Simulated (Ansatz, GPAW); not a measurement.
An Ansatz (a quantum-chemistry and plane-wave program) input for a self-consistent single point of InPd (Pm-3m, 2 atoms in the cell) (DFT, LDA (PW92), plane waves, default PAW files made with PBE):

Ansatz 0.2 input:
```yaml
crystal:
  lattice:
    - [3.298055, 0.000000, 0.000000]
    - [0.000000, 3.298055, 0.000000]
    - [0.000000, 0.000000, 3.298055]
  atoms:
    - { symbol: In, position: [0.000000, 0.000000, 0.000000] }
    - { symbol: Pd, position: [0.500000, 0.500000, 0.500000] }
basis:
  ecutwfc: 420.0 eV
kpoints:
  mp_grid:
    grid: [13, 13, 13]
hamiltonian:
  xc: lda
  pseudopotentials:
    kind: paw
scf:
  occupations:
    method: gaussian
    width: 0.2 eV
output:
  forces: true
  eigenvalues: true
  stress: true
```

### Question
Translate this input to GPAW.

### Answer
This is the input that was run; spellings and numerical settings could be chosen otherwise.

```python
from ase import Atoms
from ase.units import GPa
from gpaw import GPAW

atoms = Atoms(['In', 'Pd'],
              cell=[[3.298055, 0.000000, 0.000000],
                    [0.000000, 3.298055, 0.000000],
                    [0.000000, 0.000000, 3.298055]],
              scaled_positions=[[0.000000, 0.000000, 0.000000],
                                [0.500000, 0.500000, 0.500000]],
              pbc=True)

calc = GPAW(mode={'name': 'pw', 'ecut': 600},
            xc='LDA',
            kpts=(13, 13, 13),
            occupations={'name': 'methfessel-paxton', 'width': 0.2, 'order': 0},
            nbands=-6,
            convergence={'density': 1e-05},
            symmetry={'symmorphic': False, 'tolerance': 0.0005},
            maxiter=120)

atoms.calc = calc

energy = atoms.get_potential_energy()
print('Energy (eV):', round(energy, 6))
forces = atoms.get_forces()
print('Forces (eV/Ang):')
print(forces.round(5))
stress = atoms.get_stress()
print('Stress (GPa, Voigt):', (stress / GPa).round(4))
```

Basis settings and potentials, where a program has them, do not carry over. This input uses DFT LDA (Perdew-Wang 92), plane waves, GPAW PAW datasets LDA (gpaw-data 1.0.1). LDA parametrisations can differ slightly between programs. Both were run: pressure -9.25 GPa in Ansatz and -9.34 in GPAW. Ansatz's pressure is the one without its finite-basis correction.

On Ansatz: the starting cell comes from a database of computed structures (which also holds hypothetical and non-ambient phases and stackings), without a prior relaxation at this level. Its lattice was rescaled by a random factor within 2.5 % of one. Spin polarisation is off. With a pressure of about -9 GPa the cell is away from its equilibrium volume at this level.

On GPAW: the starting cell comes from a database of computed structures (which also holds hypothetical and non-ambient phases and stackings), without a prior relaxation at this level. Its lattice was rescaled by a random factor within 2.5 % of one. Spin polarisation is off. With a pressure of about -9 GPa the cell is away from its equilibrium volume at this level.
